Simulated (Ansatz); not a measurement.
The reference is BiSb in the zinc blende structure (space group F-43m, No. 216; a = 7.0913 Å; a hypothetical phase, not in the database extracts checked; relaxed with 0.1 eV smearing). Axes: x, y, z lie along the cube axes.

Level of theory: r2SCAN in Ansatz (plane waves to 500 eV, PAW, no spin-orbit coupling).

Before the change:

```
Quantity    Value
--------  -------
Pressure  0.0 GPa
```

Now apply this change: tensile biaxial strain of 4.41 % in the plane normal to [001], as in epitaxy on a mismatched substrate; the out-of-plane cell vector and the atoms relax.

Question: How does this affect the pressure and ratio −ε⊥/ε∥?

Answer: The pressure (mean of the normal stresses, compression positive) goes from zero to 0.4 GPa; the ratio −ε⊥/ε∥ is 2.60.

Whether these cells are dynamically stable was not tested. The final runs are not spin-polarised. Under biaxial strain +4.41 %, plane normal [001], relaxed out of plane the cell ends below the base's energy or with stress of the wrong sign: the atoms slid into a distortion or the cell is elastically unstable, so the base is not a stable minimum at this level.

Ansatz is a program for electronic structure.
